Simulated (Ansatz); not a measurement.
**Effect of x(Lu) = 0.5, 10 atoms, Fm-3m on KTaO3**

Start from KTaO3 in the cubic perovskite structure (space group Pm-3m, No. 221; a = 3.989 Å).

The other end (x = 1) is KLuO$_{3}$ in the cubic perovskite structure (space group Pm-3m, No. 221; ferromagnetic; a model cell, its experimental status unchecked): 15.90 Å³/atom, gap zero; this end may not be an ambient phase.

One thing is altered: Lu replaces 50.0 % of the Ta, ordered in a cell of 10 atoms (starting symmetry Fm-3m) and fully relaxed.

The values are results of r2SCAN (Ansatz, a quantum-chemistry and plane-wave program), no spin-orbit coupling, earlier PAW set, not measurements. Γ-centred 10×10×10 mesh, Fermi–Dirac width 0.05 eV, for the changed cell.

```csv
quantity,base,changed,shift
density,7.01 g/cm³,6.07 g/cm³,-0.946 g/cm³
shortest interatomic distance,199.5 pm,197.8 pm,-1.62 pm
band gap,2.64 eV,zero,–
magnetic state,not spin-polarised,ferromagnetic,–
mixing energy (to 0.01 eV only: unlike meshes or grids) (against an end that may be hypothetical),–,-0.04 eV/atom,–
deviation of the volume from the linear (Vegard-type) interpolation,–,+1.5 %,–
```

Cost of the whole job for the changed cell (relaxation, final SCF and bands): around 24 core-minutes (rough).

Other magnetic orders, which the real material may have, were not ruled out. These are small ordered cells, not random alloys; other orderings at the same x differ. With Ta present, leaving out spin-orbit coupling can change the band edges. Whether these cells are dynamically stable was not tested. No Hubbard U is applied, and correlation can decide whether such a compound is a metal.
